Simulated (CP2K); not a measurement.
Input and output of a self-consistent single point for a (110) slab of Li (cut from a parent of space group no. 229; 3 atoms in the cell) (CP2K).

Level of theory: CP2K 2026.2 with PBEsol, GPW, DZVP-MOLOPT-SR-GTH basis, GTH-PBE potentials (GTH_POTENTIALS).

```
CELL_PARAMETERS angstrom
      3.03150     0.00000     0.00000
     -4.04200     2.85812     0.00000
      0.00000     0.00000    18.95041
ATOMIC_POSITIONS crystal
  Li 0.00000 0.00000 0.36939
  Li 0.00000 0.50000 0.50000
  Li 0.00000 0.00000 0.63062
```

Reference input (self-consistent single point, DFT PBEsol, GPW, DZVP-MOLOPT-SR-GTH basis, GTH-PBE potentials (GTH_POTENTIALS)): CUTOFF = 400 Ry; REL_CUTOFF = 60 Ry; SMEAR/METHOD = GAUSSIAN; SIGMA = 0.1 eV; KPOINTS/SCHEME = MONKHORST-PACK 8 8 1; GAMMA_CENTERED = T; XC_FUNCTIONAL = PBE:PBESOL; Li/BASIS_SET = DZVP-MOLOPT-SR-GTH-q3; Li/POTENTIAL = GTH-PBE-q3; METHOD = GPW; EPS_DEFAULT = 1e-11; NGRIDS = 4. This run's input differs from it in these lines:

```diff
@@ -16,3 +16,3 @@
     &MGRID
-      CUTOFF 400
+      CUTOFF 480
       REL_CUTOFF 60
```

The program printed (abridged):

```
 SCF WAVEFUNCTION OPTIMIZATION

  Step     Update method      Time    Convergence         Total energy    Change
     1 NoMix/Diag. 0.20E+00      -     0.62872120       -22.2982752012 -2.23E+01
     2 Broy./Diag. 0.20E+00      -     0.10531931       -22.1875584588  1.11E-01
     3 Broy./Diag. 0.20E+00      -     0.21938964       -22.1834048340  4.15E-03
     4 Broy./Diag. 0.20E+00      -     0.00864207       -22.2025129599 -1.91E-02
     5 Broy./Diag. 0.20E+00      -     0.01085485       -22.2068068006 -4.29E-03
     6 Broy./Diag. 0.20E+00      -     0.03718452       -22.2044679127  2.34E-03
   [... 17 lines left out ...]
    24 Broy./Diag. 0.20E+00      -     0.00000112       -22.2176085691  8.52E-07
    25 Broy./Diag. 0.20E+00      -     0.00000034       -22.2176078202  7.49E-07
    26 Broy./Diag. 0.20E+00      -     0.00000071       -22.2176080035 -1.83E-07
    27 Broy./Diag. 0.20E+00      -     0.00000007       -22.2176081798 -1.76E-07
  *** SCF run converged in    27 steps ***

  Overlap energy of the core charge distribution:               0.00000000000000
  Self energy of the core charge distribution:                -19.04139844473677
  Core Hamiltonian energy:                                      0.88229561338814
  Hartree energy:                                               1.21282134059805
  Exchange-correlation energy:                                 -5.27111648041222
  Smearing free energy correction:                             -0.00021020857643
  Fermi energy:                                                -0.06533834122156

  Total energy:                                               -22.21760817977937
  Total energy (extrapolated to sigma->0):                    -22.21750307549115

                     Mulliken Population Analysis

   [... lines left out ...]

 STRESS| Analytical stress tensor [bar]
 STRESS|                        x                   y                   z
 STRESS|      x        1.31953575969E+03  -3.26414925425E+03  -1.10800841324E-08
 STRESS|      y       -3.26414925425E+03  -9.89455100985E+02  -2.65511795255E-08
 STRESS|      z       -1.10800841324E-08  -2.65511795255E-08  -4.64149504732E+03
 STRESS| 1/3 Trace                                            -1.43713812954E+03
```

The run converged in 27 iterations. Against the reference run the free energy stays essentially unchanged (within 1 meV/atom) and the largest force goes from 0.100 to 0.096 eV/Å.

The starting cell has typed, rounded lattice constants, without a prior relaxation at this level. The slab is cut from that crystal, and its faces are unrelaxed. Its lattice was rescaled by up to half a per cent. Values carry the incompleteness of an atom-centred basis. The potentials were made for another functional than the one used.

Cost on one core of a shared machine: roughly 80 s.
